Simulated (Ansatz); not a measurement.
The parent structure is MoS2 in the 3R-MoS2 type structure (space group R3m, No. 160; a = 3.153 Å, c = 17.994 Å (hexagonal axes); layered, stacked along the Cartesian z axis).

One thing is altered: the cell is scaled by 1.0196 in all directions; the atoms relax in the strained cell.

Levels (all Ansatz, a quantum-chemistry and plane-wave program, PAW, earlier PAW set): PBE-D3(BJ) (420 eV, no spin-orbit coupling); r2SCAN (500 eV, scalar-relativistic without spin-orbit coupling); HSE06 (420 eV, no spin-orbit coupling); PBE+SOC (420 eV, noncollinear with spin-orbit coupling); HSE06+SOC (420 eV, spin-orbit coupling included).

One geometry, relaxed with PBE-D3(BJ), under each level:

```json
[
 {"level": "PBE-D3(BJ)", "band gap": "0.71 eV", "lowest conduction level above the VBM at special points": "S₂ 0.72 eV; S₀ 0.72 eV; H₀ 0.75 eV; H₂ 0.75 eV", "hole mass": "1.1 mₑ along k, 0.59 mₑ across (at T)"},
 {"level": "r2SCAN", "band gap": "0.77 eV", "lowest conduction level above the VBM at special points": "S₂ 0.78 eV; S₀ 0.78 eV; H₀ 0.81 eV; H₂ 0.81 eV", "hole mass": "0.97 mₑ along k, 0.58 mₑ across (at T)"},
 {"level": "HSE06", "band gap": "1.14 eV", "lowest conduction level above the VBM at special points": "S₂ 1.15 eV; S₀ 1.15 eV; H₀ 1.18 eV; Γ 2.51 eV", "hole mass": "–"},
 {"level": "PBE+SOC", "band gap": "0.71 eV", "lowest conduction level above the VBM at special points": "S₂ 0.71 eV; S₀ 0.71 eV; H₀ 0.75 eV; H₂ 0.75 eV", "hole mass": "1.1 mₑ along k, 0.59 mₑ across (at T)"},
 {"level": "HSE06+SOC", "band gap": "1.12 eV", "lowest conduction level above the VBM at special points": "S₂ 1.13 eV; S₀ 1.13 eV; H₀ 1.17 eV; Γ 2.46 eV", "hole mass": "–"}
]
```

Single points use the geometry relaxed with PBE-D3(BJ). HSE06 was sampled on its mesh, a few special points and the semilocal edge points, so its gap is an upper bound. Differences between runs with and without spin-orbit coupling are approximate. Effective masses come from finite differences of ±0.01 Å⁻¹. Along k means along the line from Γ to the band edge. No phonon test of stability was made.
